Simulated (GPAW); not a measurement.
Input and output of a self-consistent single point for LuB2Ru3 (P6/mmm, 6 atoms in the cell) (GPAW).

Computed with LDA (Perdew-Wang 92), GPAW PAW datasets LDA (gpaw-data 1.0.1) (plane waves; GPAW 25.7.0).

The change in words: lattice scaled by 0.98. Reference geometry:
```
CELL_PARAMETERS angstrom
      5.43879     0.00000     0.00000
     -2.71940     4.71013     0.00000
      0.00000     0.00000     3.01059
ATOMIC_POSITIONS crystal
  Lu 0.00000 0.00000 0.00000
  B  0.66667 0.33333 0.00000
  B  0.33333 0.66667 0.00000
  Ru 0.50000 0.00000 0.50000
  Ru 0.50000 0.50000 0.50000
  Ru 0.00000 0.50000 0.50000
```

Reference input (self-consistent single point, DFT LDA (Perdew-Wang 92), plane waves, GPAW PAW datasets LDA (gpaw-data 1.0.1)): mode = pw; ecut = 950 eV; xc = LDA; kpts = 6 6 9; mesh shift (steps) = 0 0 0; occupations.name = methfessel-paxton; occupations.width = 0.272 eV; occupations.order = 0; nbands = -10; convergence.density = 1e-05 e/electron; symmetry.symmorphic = false; symmetry.tolerance = 0.0005. This run's input differs from it in these lines:

```diff
@@ -5,5 +5,5 @@
 atoms = Atoms(['Lu', 'B', 'B', 'Ru', 'Ru', 'Ru'],
-              cell=[[5.438790, 0.000000, 0.000000],
-                    [-2.719395, 4.710130, 0.000000],
-                    [0.000000, 0.000000, 3.010590]],
+              cell=[[5.330014, 0.000000, 0.000000],
+                    [-2.665007, 4.615927, 0.000000],
+                    [0.000000, 0.000000, 2.950378]],
               scaled_positions=[[0.000000, 0.000000, 0.000000],
```

Log, with long lists cut:

```
     iter     time        total  log10-change:
                         energy   eigst   dens
iter:   1 --:--:--   -61.112953
iter:   2 --:--:--   -59.376037   -1.08  -1.25
iter:   3 --:--:--   -55.614169   -0.44  -1.30
iter:   4 --:--:--   -55.504453   -1.75  -1.72
iter:   5 --:--:--   -55.487897   -1.88  -1.78
iter:   6 --:--:--   -55.793603   -1.12  -1.86
iter:   7 --:--:--   -55.329258   -2.09  -1.86
iter:   8 --:--:--   -55.313280   -2.51  -2.36
iter:   9 --:--:--   -55.307255c  -3.36  -2.46
iter:  10 --:--:--   -55.290346c  -2.89  -2.54
iter:  11 --:--:--   -55.289828c  -3.34  -3.14
iter:  12 --:--:--   -55.289702c  -4.49  -3.53
iter:  13 --:--:--   -55.289584c  -4.48  -3.63
   [... 6 lines left out ...]
iter:  20 --:--:--   -55.289259c  -6.32  -4.10
iter:  21 --:--:--   -55.289249c  -7.04  -4.48
iter:  22 --:--:--   -55.289243c  -6.81  -4.46
iter:  23 --:--:--   -55.289238c  -7.14  -4.65
iter:  24 --:--:--   -55.289237c  -7.99c -4.84
iter:  25 --:--:--   -55.289241c  -8.23c -4.99
iter:  26 --:--:--   -55.289241c  -9.07c -5.37c
Converged after 26 iterations.

Dipole moment: (0.000000, -0.000000, -0.000000) |e|*Ang

Energy contributions relative to reference atoms: (reference = -766742.632509)

Kinetic:        +26.048600
Potential:      -28.587122
External:        +0.000000
XC:             -51.784611
Entropy (-ST):   -0.129920
Local:           -0.901149
SIC:             +0.000000
--------------------------
Free energy:    -55.354201
Extrapolated:   -55.289241

Showing only first 2 kpts
 Kpt  Band  Eigenvalues  Occupancy
  0    37     11.55250    1.99992
  0    38     12.48050    0.37253
  0    39     12.48056    0.37238
  0    40     12.81095    0.00906

  1    37     12.01660    1.87155
  1    38     12.63520    0.08988
  1    39     12.70153    0.04126
  1    40     12.70155    0.04125

Fermi level: 12.30899

No gap
   [... lines left out ...]
  0 Lu    0.00000    0.00000    0.00000
  1 B    -0.00000   -0.00000    0.00000
  2 B    -0.00000    0.00000    0.00000
  3 Ru    0.00000    0.00000    0.00000
  4 Ru    0.00000    0.00000    0.00000
  5 Ru   -0.00000    0.00000    0.00000

Stress tensor:
    -0.044128    -0.000000     0.000000
    -0.000000    -0.044128     0.000000
     0.000000     0.000000    -0.032833
Stress (GPa, Voigt): [-7.0702 -7.0702 -5.2604  0.      0.     -0.    ]
```

The run converged in 26 iterations. GPAW prints stress with tension positive. Against the reference run the free energy drops by 7.0 meV/atom.

At such cutoffs GPAW's stress carries a finite-basis (Pulay) error, which enters relaxed cells too; its log prints stress with tension positive.

The starting cell comes from a database of computed structures (which also holds hypothetical and non-ambient phases and stackings), without a prior relaxation at this level. For this run, on top of that: lattice scaled by 0.98. Spin polarisation is off.

Cost on one core of a shared machine: roughly 6 min.
